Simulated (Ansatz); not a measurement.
Base system: Au in the fcc (Cu type) structure (space group Fm-3m, No. 225; a = 4.048 Å; relaxed with 0.1 eV smearing).

The values are results of Ansatz (an electronic-structure program), LDA, PAW, cutoff 420 eV, scalar-relativistic without spin-orbit coupling, not measurements.

Strains are applied to the cell and any free atomic positions relax.

One change was made to it. Results:

The pressure goes from zero to -9.7 GPa; the energy goes up by 33 meV/atom.

Problem. Which of these changes matches the shifts?
A) isotropic strain +2.00 %
B) isotropic strain +1.50 %
C) isotropic strain +2.50 %

Solution. A, isotropic strain +2.00 %. For comparison, the energy relative to the base in the other runs: isotropic strain +1.50 % gives +19 meV/atom; isotropic strain +2.50 % gives +50 meV/atom.

Whether these cells are dynamically stable was not tested.
